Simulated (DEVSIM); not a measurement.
System: Schottky contact on p-type Si, at 350 K.

Layer 1 from the left is Si, thickness (μm) 1.20, Na (cm⁻³) 1.7e15, τn (s) 0.00024, τp (s) 0.00024. Layer 2 from the left is Si, thickness (μm) 1.10, Na (cm⁻³) 1.7e18, τn (s) 0.00024, τp (s) 0.00024.

Left contact: Schottky, work function 4.304 eV, emission velocity 5.5e6 cm/s. Right contact: ohmic. Voltage is applied to the left contact. Recombination: SRH at mid-gap, Auger. Mobility is μmin + (μ − μmin)/(1 + (N/Nref)^α).

Constants are typed, rounded textbook-type inputs, not results; the design itself was drawn at random and stands for no fabricated device. Values at 300 K; Nc and Nv go as T^1.5, mobilities as T to minus their exponent, the gap by Varshni's rule with the affinity fixed.

Si: gap (eV) 1.124, affinity (eV) 4.05, permittivity 11.7, Nc (cm⁻³) 2.86e19, Nv (cm⁻³) 3.1e19, μn (cm²/Vs) 1417, μp (cm²/Vs) 470, μn,min 52, μp,min 45, Nref,n 9.7e16, Nref,p 2.2e17, αn 0.68, αp 0.72, T exponent of μn 2.3, T exponent of μp 2.2, Cn (cm⁶/s) 2.8e-31, Cp (cm⁶/s) 9.9e-32, Varshni α (eV/K) 0.000473, Varshni β (K) 636.

Model (solved in DEVSIM): 1D drift-diffusion, Boltzmann statistics, complete ionisation; no tunnelling, impact ionisation, image-force lowering or self-heating. Metal contacts follow the ideal Schottky-Mott rule: no Fermi-level pinning, no interface dipoles.

Dark forward current:

```
|V| (V)  |J| (A/cm²)
-------  -----------
0.05        3.318e-5
0.10       0.0002017
0.15        0.001057
0.20        0.005372
0.25         0.02695
0.30          0.1331
0.35          0.6378
0.40           2.830
0.45           10.59
0.50           31.40
0.55           79.46
0.60           188.6
0.65           436.1
0.70           982.4
0.75            2117
```

Question: Work out the local ideality factor n = ΔV / (kT/q · ln(J2/J1)) between the rows 0.15 and 0.20 V, 0.70 and 0.75 V.

Answer: kT/q = 30.16 mV. From 0.15 to 0.20 V: ln(0.005372/0.001057) = 1.626, n = 1.02, near the 1 of diffusion or emission over a barrier. From 0.70 to 0.75 V: ln(2117/982.4) = 0.768, n = 2.16.

Question: Estimate the current at 0.25 V for emission alone, J0 = q v N_band exp(−φB/kT), and read the barrier back from the simulated current.

Answer: φB = 0.857 eV, N_band = 3.91e19 cm⁻³, J0 = 1.59e-5 A/cm²; J = J0 (exp(qV/kT) − 1) = 0.0631 A/cm². The simulation gives 0.0270 A/cm²; the estimate lies 130 % above. Read backwards, the simulated current gives an apparent barrier of 0.882 eV. The estimate leaves out transport through the depletion region and minority injection.
